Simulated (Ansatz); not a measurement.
The starting structures come from a database of crystals and need not be the phases stable at ambient conditions.

The decay constant κ of evanescent states in the gap governs leakage through a thin film.

Here is the system:

```
Al5C3N
1.0
    3.30871     0.00000     0.00000
   -1.65436    22.01490     0.00000
    1.65435     0.37296     2.84105
Al C N
10 6 2
Direct
  0.34100   0.34100   0.65900
  0.84100   0.84100   0.15900
  0.28863   0.95530   0.37803
  0.12197   0.45530   0.21137
  0.07093   0.73760   0.59573
  0.90427   0.23760   0.42907
  0.71387   0.04720   0.61947
  0.88053   0.54720   0.78613
  0.15250   0.15250   0.84750
  0.65250   0.65250   0.34750
  0.75110   0.75110   0.24890
  0.25110   0.25110   0.74890
  0.96753   0.63420   0.69913
  0.80087   0.13420   0.53247
  0.49770   0.49770   0.50230
  0.99770   0.99770   0.00230
  0.20363   0.87030   0.46303
  0.03697   0.37030   0.29637
```

Space group of this cell: P6_3mc. The cell is taken as given; by PBEsol its mean pressure is -2.6 GPa.

Transport runs along the normal of the first two printed cell vectors, the (101) plane of the conventional cell.

The gap is the functional's own. No spin-orbit coupling. Mid-gap values are interpolated on the energy grid.

Q: Predict the band gap and the smallest decay constant κ at mid-gap from Ansatz (an electronic-structure program) with PBEsol.

A: Gap 0.78 eV on a 10×10×10 mesh; κ = 0.141 1/Å, at (0.500, 0.000) of the in-plane reciprocal vectors. At the zone centre, at the nearest computed energy, the slowest state has κ = 0.16 1/Å.
